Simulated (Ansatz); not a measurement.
Take TiAl (space group P4/mmm, No. 123; a = 2.8241 Å, c = 4.0748 Å; relaxed with 0.1 eV smearing) as the base. Axes: x, y, z lie along a, b, c of the conventional cell.

The values are results of PBE/PAW in Ansatz (a program for electronic structure), without spin-orbit coupling, not measurements.

Base values:

```
Quantity   Result
--------  -------
Pressure  0.0 GPa
```

Modification: uniaxial strain ε_zz = −3.00 %, all other strain components held at zero; the atoms relax in the strained cell.

Q: Predict the new pressure.

A: The pressure (mean of the normal stresses, compression positive) goes from zero to 3.6 GPa.

Q: Estimate the effect on the energy relative to the base.

A: The energy increases by 7.8 meV/atom.

No phonon test of stability was made. All final runs are without spin polarisation.
